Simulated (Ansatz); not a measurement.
System: C11b WSi2. Method: PBEsol in Ansatz (plane waves, PAW).

Settings: plane-wave cutoff 520 eV, 24×24×24 k mesh, Fermi–Dirac smearing 0.05 eV, no spin polarisation, scalar-relativistic PAW data made under PBE.

Properties against volume:

Shape and atoms are relaxed at each volume.

```
V (Å³/atom)  P (GPa)  c (Å)  a (Å)
-----------  -------  -----  -----
12.826         10.31  7.726  3.156
13.093          4.88  7.771  3.179
13.360          0.00  7.816  3.202
13.627         -4.39  7.861  3.225
13.894         -8.33  7.905  3.248
```

Note: the bulk modulus comes from volumes at which shape and atoms were relaxed.

Ansatz is a first-principles code.
